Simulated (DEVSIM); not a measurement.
Device: isotype n-n heterojunction Al0.1Ga0.9N/GaN, at 250 K.

Layer 1 from the left is Al0.1Ga0.9N, thickness (μm) 0.200, Nd (cm⁻³) 1e17, τn (s) 1.4e-8, τp (s) 1.4e-8. Layer 2 from the left is GaN, thickness (μm) 0.210, Nd (cm⁻³) 3e16, τn (s) 1.4e-8, τp (s) 1.4e-8.

Left contact: ohmic. Right contact: ohmic. Voltage is applied to the left contact. Recombination: SRH at mid-gap, radiative. Mobility is constant in doping.

This is a model device: material constants are rounded textbook-type values typed into the input, and sizes, dopings and lifetimes were drawn at random. Values at 300 K; Nc and Nv go as T^1.5, mobilities as T to minus their exponent, the gap by Varshni's rule with the affinity fixed.

Al0.1Ga0.9N: gap (eV) 3.607, affinity (eV) 3.976, permittivity 9.44, Nc (cm⁻³) 2.3e18, Nv (cm⁻³) 4.6e19, μn (cm²/Vs) 876, μp (cm²/Vs) 30, T exponent of μn 1.5, T exponent of μp 2, B (cm³/s) 1e-11, Varshni α (eV/K) 0.00091, Varshni β (K) 830. GaN: gap (eV) 3.43, affinity (eV) 4.1, permittivity 9.5, Nc (cm⁻³) 2.3e18, Nv (cm⁻³) 4.6e19, μn (cm²/Vs) 1200, μp (cm²/Vs) 100, T exponent of μn 1.5, T exponent of μp 2, B (cm³/s) 1e-11, Varshni α (eV/K) 0.00091, Varshni β (K) 830.

DEVSIM, 1D drift-diffusion, Boltzmann statistics, complete ionisation; no tunnelling, impact ionisation, image-force lowering or self-heating. Band offsets follow the typed affinities; no thermionic-emission limit at abrupt steps, no polarisation charge.

Task: What does the simulation give for the potential step across the device at zero bias?

Result: potential step across the device at zero bias 0.150 V.
